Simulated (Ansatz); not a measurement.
The starting structures come from a database of crystals and need not be the phases stable at ambient conditions.

 Where the default PAW files enter, the runs use the earlier of Ansatz's two default sets.

Tunnelling through a barrier is set by its complex band structure: the current falls as exp(−2κd) with the smallest κ.

Consider the following.

```
WO3
1.0
    7.40564     0.00000     0.00000
    3.70282     8.72397     0.00000
    3.70282    -1.57163     3.35274
W O
4 12
Direct
  0.78334   0.21666   0.71666
  0.21666   0.28334   0.78334
  0.71666   0.78334   0.28334
  0.28334   0.71666   0.21666
  0.95295   0.75000   0.34410
  0.04705   0.75000   0.75000
  0.54705   0.75000   0.15590
  0.45295   0.75000   0.75000
  0.54705   0.25000   0.65590
  0.45295   0.25000   0.25000
  0.95295   0.25000   0.84410
  0.04705   0.25000   0.25000
  0.00581   0.99419   0.49419
  0.99419   0.50581   0.00581
  0.49419   0.00581   0.50581
  0.50581   0.49419   0.99419
```

Space group of this cell: P4/ncc. The cell is taken as given; by PBEsol its mean pressure is -1.7 GPa.

Transport runs along the normal of the first two printed cell vectors, the (111) plane of the conventional cell.

No gap correction and no spin-orbit coupling; mid-gap values are interpolated between computed energies.

Question: Predict the band gap and the smallest decay constant κ at mid-gap from PBEsol (Ansatz, a quantum-chemistry and plane-wave program).

Answer: Gap 1.10 eV on a 10×10×10 mesh; κ = 0.149 1/Å, at the zone centre.
